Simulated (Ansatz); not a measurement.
Levels about the gap of amorphous Ge12As12S36 (60 atoms in a cell of 1656 Å³, 2.93 g/cm³; zone centre alone, so wide bands show as single levels with stretches between that a denser mesh fills), at the geometry that PBE-D3(BJ) relaxed, where it gives 0.0 GPa on a denser mesh. The participation number counts the atoms over which a state spreads; weights are charges in smoothed Voronoi cells. The levels come from a single point, so bond lengths are those of that geometry. Method of the levels: r2SCAN, scalar-relativistic without spin-orbit coupling (Ansatz, an electronic-structure program). Sampling: the zone centre alone; Fermi-Dirac width 0.01 eV; collinear spin, started from moments on atoms (the moments died out).

Preparation: random packing, a CHGNet melt and quench, and a DFT relaxation. The hot cell started wider than the set density and was brought back towards it in steps. It is the lowest in DFT energy of 3 quenches. It is a model cell: composition and starting density were chosen by hand, and all elements were melted together. The geometry includes D3(BJ) dispersion. Its density started from a set value of 2.96 and ended at 2.93 g/cm³. The quench (nominally 99 K/ps over its main leg) was far faster than any real one, so the model tends to hold more defects than a real film. One small periodic cell is one sample of the glass; other quenches scatter about these values. Volume and shape were free in the relaxation.

```tsv
E - E(highest filled), eV	filling	spin	participation number	largest on	weight S	weight As	weight Ge
-0.48	filled	dn	14.8	S, 1 neighbours	0.82	0.13	0.05
-0.38	filled	up	7.8	S, 1 neighbours	0.83	0.10	0.07
-0.38	filled	dn	7.8	S, 1 neighbours	0.83	0.10	0.07
-0.19	filled	up	13.1	S, 2 neighbours	0.65	0.27	0.07
-0.19	filled	dn	13.1	S, 2 neighbours	0.65	0.27	0.07
0.00	filled	up	13.9	Ge, 3 neighbours	0.65	0.13	0.22
0.00	filled	dn	13.9	Ge, 3 neighbours	0.65	0.13	0.22
1.55	empty	up	14.8	As, 3 neighbours	0.51	0.30	0.19
1.55	empty	dn	14.8	As, 3 neighbours	0.51	0.30	0.19
1.66	empty	up	35.5	As, 3 neighbours	0.49	0.35	0.17
1.66	empty	dn	35.5	As, 3 neighbours	0.49	0.35	0.17
1.82	empty	up	29.8	As, 3 neighbours	0.49	0.38	0.12
1.82	empty	dn	29.8	As, 3 neighbours	0.49	0.38	0.12
1.86	empty	up	26.3	As, 3 neighbours	0.48	0.34	0.18
```

Most localised among these is the filled level at -0.38 eV, on a S atom, which has 1 neighbours (Ge 2.11 Å).
